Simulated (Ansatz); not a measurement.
Input and output of a self-consistent single point for Ga (P6_3/mmc, 4 atoms in the cell) (Ansatz, a program for electronic structure).

Level of theory: PBEsol, default PAW files made with PBE (plane waves; Ansatz).

```
Ga
1.0
    3.00215     0.00000     0.00000
   -1.50108     2.59994     0.00000
    0.00000     0.00000     9.65945
Ga
4
Direct
  0.00000   0.00000   0.00000
  0.00000   0.00000   0.50000
  0.33333   0.66667   0.25000
  0.66667   0.33333   0.75000
```

Reference input (self-consistent single point, DFT, PBEsol, plane waves, default PAW files made with PBE): kpoints.mp_grid.grid = 13 13 4; hamiltonian.xc = pbesol; hamiltonian.pseudopotentials = {kind: paw} (the program's default PAW files); scf.occupations.method = gaussian; scf.occupations.width = 0.05 eV. This run's input differs from it in these lines:

Ansatz 0.2 input:
```diff
@@ -12,3 +12,3 @@
   mp_grid:
-    grid: [13, 13, 4]
+    grid: [12, 12, 4]
 hamiltonian:
@@ -20,3 +20,3 @@
     method: gaussian
-    width: 0.05
+    width: 0.3
 output:
```

Log, with long lists cut:

```
SCF iter   1: F=—  HF=-14972.710996 eV  |F-HF|=—  |Δ(HF+E_count)|=         —  Δρ=1.40e-3  dr2=1.73e-3  ethr=1.77e-3  ⟨swp⟩=5.1  Hψ=6332  notcnv=0
all-band conjugate gradients solve this SCF's bands
preconditioner: auto → Kerker (q_TF=auto, 2.564 Å⁻¹)
SCF iter   2: F=—  HF=-14972.708141 eV  |F-HF|=—  |Δ(HF+E_count)|=   2.85e-3  Δρ=7.99e-4  dr2=6.43e-4  ethr=3.33e-6  ⟨swp⟩=2.1  Hψ=3677  notcnv=0
   [... lines left out ...]
SCF iter   5: F=—  HF=-14972.707991 eV  |F-HF|=—  |Δ(HF+E_count)|=   1.83e-5  Δρ=1.00e-4  dr2=3.70e-6  ethr=3.36e-8  ⟨swp⟩=2.0  Hψ=3268  notcnv=0
SCF iter   6: F=—  HF=-14972.707990 eV  |F-HF|=—  |Δ(HF+E_count)|=   1.34e-6  Δρ=5.46e-5  dr2=1.18e-6  ethr=7.11e-9  ⟨swp⟩=2.0  Hψ=2904  notcnv=0
SCF iter   7: F=—  HF=-14972.707989 eV  |F-HF|=—  |Δ(HF+E_count)|=   8.99e-7  Δρ=1.71e-5  dr2=1.39e-7  ethr=2.27e-9  ⟨swp⟩=2.0  Hψ=2926  notcnv=0
SCF iter   8: F=-14972.707989 eV  HF=-14972.707989 eV  |F-HF|=2.88e-8  |Δ(HF+E_count)|=   8.04e-8  Δρ=7.06e-6  dr2=1.53e-8  ethr=1.92e-10  ⟨swp⟩=6.2  Hψ=7567  notcnv=0
SCF 1 converged in 8 iterations: F = -14972.707989 eV  dr2 = 1.53e-8
Free energy (F): -14972.707989 eV
Internal energy: -14972.642493 eV  (E = F + TS)
E sigma→0 (E₀):  -14972.675241 eV
Entropy (-TS):   -0.065496 eV (-16.374 meV/atom)
Fermi energy:    9.568210 eV
--- Forces (eV/Å), atoms counted from 1 ---
  atom   1  Ga     0.00000000     0.00000000     0.00000000
   [... zero for the other atoms too ...]
--- Stress (GPa, compression-positive) ---
       -3.089678       0.000000      -0.000000
        0.000000      -3.089678       0.000000
       -0.000000       0.000000      -3.105391
  P = ⅓ Tr σ = -3.0949 GPa (-30.949 kbar)
  The stress holds the Pulay correction. Without it, at fixed plane waves, as pw.x and ABINIT print it: P = -3.1340 GPa
```

The run converged in 8 iterations. Against the reference run the free energy goes down by 9.5 meV/atom and the pressure hardly changes (-3.10 to -3.09 GPa).

The starting cell was generated: these elements placed on a structure prototype, without a prior relaxation; it need not be a known phase or ordering of this composition. Its lattice was rescaled by a random factor within 2.5 % of one. With a pressure of about -3 GPa the cell is away from its equilibrium volume at this level. Ansatz's pressure includes its estimate of the finite-basis (Pulay) stress.
